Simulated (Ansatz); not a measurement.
Input:

```yaml
crystal:
  lattice:
    - [0.01606, 1.76588, 1.74513]
    - [1.76588, 0.01606, 1.74513]
    - [1.78194, 1.78194, 0.00000]
  atoms:
    - { symbol: C, position: [0.00037, 0.00037, 0.99963] }
    - { symbol: C, position: [0.24963, 0.24963, 0.25037] }
```

The numbers are results of r2SCAN, rigid bands (plane waves, PAW, scalar-relativistic; Ansatz, an electronic-structure program), not measurements. Condition of this run: biaxial stress in (110) of 22 GPa (compression positive) (the target of the relaxation). Geometry: cell and atoms relaxed with PBEsol, then loaded as said.

Problem. What conductivity effective mass do dilute holes have at 300 K?

Solution. 0.35 (x), 0.35 (y), 0.65 (z) mₑ.

Problem. What conductivity effective mass do dilute electrons have at 300 K?

Solution. 0.28 (x), 0.28 (y), 1.71 (z) mₑ.

Problem. And the band gap?

Solution. 4.09 eV at this level; semilocal functionals usually fall short of the measured gap.

Rigid bands, one relaxation time for all states, no polarons. Spin-orbit coupling is left out. Geometry: cell and atoms relaxed with PBEsol.
